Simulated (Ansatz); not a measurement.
Reference: BAs (F-43m), r2SCAN with spin-orbit coupling, rigid bands (plane waves, PAW; Ansatz, a first-principles code); axes and stresses refer to this cell.

```xyz
2
Lattice="0.0000 2.3839 2.3839 2.3839 0.0000 2.3839 2.3839 2.3839 0.0000" Properties=species:S:1:pos:R:3 pbc="T T T"
B      0.0000     0.0000     0.0000
As     1.1920     1.1920     1.1920
```

* **Seebeck coefficient, p-type 1e19 cm⁻³**: 238 μV/K
* **electron conductivity mass**: 0.30 mₑ
* **band gap**: 1.30 eV

Problem. After one change the values are Seebeck coefficient, p-type 1e19 cm⁻³ 122 μV/K; electron conductivity mass 0.30 mₑ; band gap 0.33 eV. Name the change that produced these shifts.
A. biaxial stress in (001) of 3.2 GPa (compression positive)
B. biaxial stress in (001) of -12.8 GPa (compression positive)
C. uniaxial stress along [001] of -16 GPa (compression positive)
D. uniaxial stress along [001] of -3.2 GPa (compression positive)

Solution. B, biaxial stress in (001) of -12.8 GPa (compression positive)

Masses are for dilute carriers at 300 K, harmonic means over directions unless an axis is named. Seebeck coefficients are for the stated density at 300 K, with one relaxation time for all states and whether or not that doping can be reached. Stresses and pressures are the targets of the relaxation.  The structure type is held under load, also where the real crystal would transform.
